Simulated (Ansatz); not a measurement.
# Pressure series in SrCrO3

Base system: SrCrO$_{3}$ in the cubic perovskite structure (space group Pm-3m, No. 221; a = 3.7887 Å; ferromagnetic; a cell from a computed database, its experimental status unchecked).

Cell and atoms are relaxed at each pressure.

Calculations: PBEsol in Ansatz (plane waves to 420 eV, PAW, without spin-orbit coupling).

Notes on the quantities. enthalpy: H = E + PV relative to the base's energy.

```json
[
 {"change": "base", "largest site moment": "1.43 μB", "enthalpy": "–", "lattice parameter a": "3.789 Å"},
 {"change": "pressure −2 GPa", "largest site moment": "1.50 μB", "enthalpy": "-0.14 eV/atom", "lattice parameter a": "3.804 Å"},
 {"change": "pressure −1 GPa", "largest site moment": "1.47 μB", "enthalpy": "-0.07 eV/atom", "lattice parameter a": "3.797 Å"},
 {"change": "pressure 0.3 GPa", "largest site moment": "1.40 μB", "enthalpy": "+0.02 eV/atom", "lattice parameter a": "3.786 Å"},
 {"change": "pressure 0.7 GPa", "largest site moment": "1.36 μB", "enthalpy": "+0.05 eV/atom", "lattice parameter a": "…"},
 {"change": "pressure 1.5 GPa", "largest site moment": "…", "enthalpy": "+0.10 eV/atom", "lattice parameter a": "3.775 Å"},
 {"change": "pressure 3 GPa", "largest site moment": "1.26 μB", "enthalpy": "+0.20 eV/atom", "lattice parameter a": "…"},
 {"change": "pressure 5 GPa", "largest site moment": "1.23 μB", "enthalpy": "+0.33 eV/atom", "lattice parameter a": "3.753 Å"},
 {"change": "pressure 7.5 GPa", "largest site moment": "1.21 μB", "enthalpy": "+0.50 eV/atom", "lattice parameter a": "3.738 Å"},
 {"change": "pressure 10 GPa", "largest site moment": "…", "enthalpy": "+0.66 eV/atom", "lattice parameter a": "3.725 Å"}
]
```

Question: Complete the table.

Answer: 
- pressure 0.7 GPa, lattice parameter a: 3.782 Å
- pressure 1.5 GPa, largest site moment: 1.30 μB
- pressure 3 GPa, lattice parameter a: 3.765 Å
- pressure 10 GPa, largest site moment: 1.18 μB

Load acts through the strain it causes; cell and atoms are relaxed under it. No phonon test of stability was made. No other phases were tried under pressure. No Hubbard U is applied and the magnetic state is the run's own (SrCrO3 ferromagnetic); small cells can't hold the antiferromagnetic order that many such compounds have, so gaps and moments can be off. Many cubic perovskites are stable only at high temperature; tilts and polar distortions were not tested.

Ansatz is an electronic-structure program.
